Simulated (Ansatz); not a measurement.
Base system: SiC in the wurtzite structure (space group P6_3mc, No. 186; a = 3.076 Å, c = 5.048 Å). Axes: x lies along a and z along c of the hexagonal cell.

Calculations: PBEsol (Ansatz, a quantum-chemistry and plane-wave program; PAW; 420 eV plane waves; spin-orbit coupling left out).

Base values:

| Quantity | Result |
|---|---|
| Pressure | 0.00 GPa |

It is then changed as follows: uniaxial strain ε_zz = +1.20 %, all other strain components held at zero; the atoms relax in the strained cell.

Problem. Predict the new pressure and energy relative to the base.

Solution. The pressure (mean of the normal stresses, compression positive) goes from zero to -2.55 GPa; the energy increases by 2.5 meV/atom.

No phonon test of stability was made.
